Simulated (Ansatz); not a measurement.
# W: energy against volume

W (bcc, Im-3m, 15.692 Å³/atom and stress up to 0.01 GPa in the relaxed cell, cube axes along x, y and z) under hydrostatic pressure, with the cell free. PBEsol in Ansatz, a plane-wave DFT program (PAW, default set), 420 eV, 21×21×21 Γ-centred mesh, Fermi-Dirac smearing 0.05 eV.

Here V stands for volume and E for E less E0.

| volume (Å³/atom) | E less E0 (meV/atom) | pressure (GPa) |
|---|---|---|
| 15.7912 | 0.65 | -2.01 |
| 15.7415 | 0.17 | -1.01 |
| 15.6920 | 0.00 | 0.00 |
| 15.6491 | 0.11 | 0.89 |
| 15.5927 | 0.62 | 2.08 |
| 15.4814 | 2.89 | 4.50 |
| 15.2844 | 11.16 | 9.00 |
| 15.0400 | 29.42 | 15.01 |
| 14.5022 | ? | ? |

The 8 complete rows are fitted with the third-order Birch-Murnaghan form, a cubic in V^(-2/3), E against V. With u = V^(-2/3) - 0.1606, the rows have u = -0.0017246, -0.0013904, -0.0010558, -0.0007643, -0.0003791, 0.0003879, 0.0017682, 0.0035225. Least squares gives E = 1.536 + 2946.9·u + 1411264·u² - 175536·u³. Residuals (row less fit): -0.002, 0.003, 0.002, 0.002, -0.002, -0.001, 0.002, 0.000; standard error 0.003 (degrees of freedom: 4). Its minimum lies at u = -0.0010439, so V0 = (0.1595561)^(-3/2) = 15.69. There d²E/du² = 2824000 and d³E/du³ = -1053000, so B0 = (4/9) × 15.69^(-7/3) × 2824000 × 0.160218 = 326 GPa (the last factor turns the table's units into GPa), and B0' = 4 + (2/3) × 0.1595561 × (-1053000)/2824000 = 4.0. B0' rests on the cubic coefficient alone and has a standard error of 0.1 from these residuals.

### Question
Estimate the missing E (V = 14.5022); what did the run itself give?

### Answer
u = 0.0075554, so E = 1.536 + 2946.9 × 0.0075554 + 1411264 × 0.0075554² - 175536 × 0.0075554³ = 104.286 meV/atom. The calculation gives 104.26 meV/atom, 0.026 meV/atom below the prediction (0.0 % of the range of E in the table). The row lies outside the fitted rows, so this is an extrapolation. The scatter of the fitted rows lies at the last printed digit.

In a metal these values are sensitive to mesh and smearing; energies are taken to zero smearing, stresses follow the free energy. Spin-orbit coupling is left out, which can shift these values for the heavy elements here. Other structures, which can take over under pressure, weren't tried. The same form fitted to the pressure column gives B0' = 4.1; series where the two differ by over 0.4 aren't shown. Rows are the converged runs of the series near zero and its far end, less any whose ions stayed unrelaxed beside relaxed ones; series whose fitted rows scatter by over a few per cent of the range, as at a crossing or softening among them, aren't shown in this form.
